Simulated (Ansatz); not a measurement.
Here is the system:

```xyz
4
Lattice="1.7720 1.0231 7.4867 -1.7720 1.0231 7.4867 0.0000 -2.0462 7.4867" Properties=species:S:1:pos:R:3 pbc="T T T"
Ga     0.0000     0.0000    21.2522
Ga     0.0000     0.0000     1.2078
S      0.0000     0.0000     5.1911
S      0.0000     0.0000    17.2689
```

These are PBEsol+D3BJ with spin-orbit coupling, rigid bands (plane waves, PAW; Ansatz, a quantum-chemistry and plane-wave program) values and carry that method's errors. Condition of this run: spin-orbit coupling switched on. Cell: cell and atoms relaxed with PBEsol+d3bj.

### Question
What conductivity effective mass do dilute holes have at 300 K?

### Answer
1.87 (x), 1.87 (y), 0.159 (z) mₑ.

### Question
What conductivity effective mass do dilute electrons have at 300 K?

### Answer
0.54 (x), 0.54 (y), 0.35 (z) mₑ.

### Question
And the band gap?

### Answer
1.31 eV at this level; semilocal functionals usually fall short of the measured gap.

Rigid bands, one relaxation time for all states, no polarons. Geometry: cell and atoms relaxed with PBEsol+D3(BJ).

Computed structure with no diffraction record at hand here (it may be known, metastable or hypothetical): GaS (R-3m). PBEsol with a dispersion correction tends to overbind, so the cell can be several per cent short: GaS (R-3m).
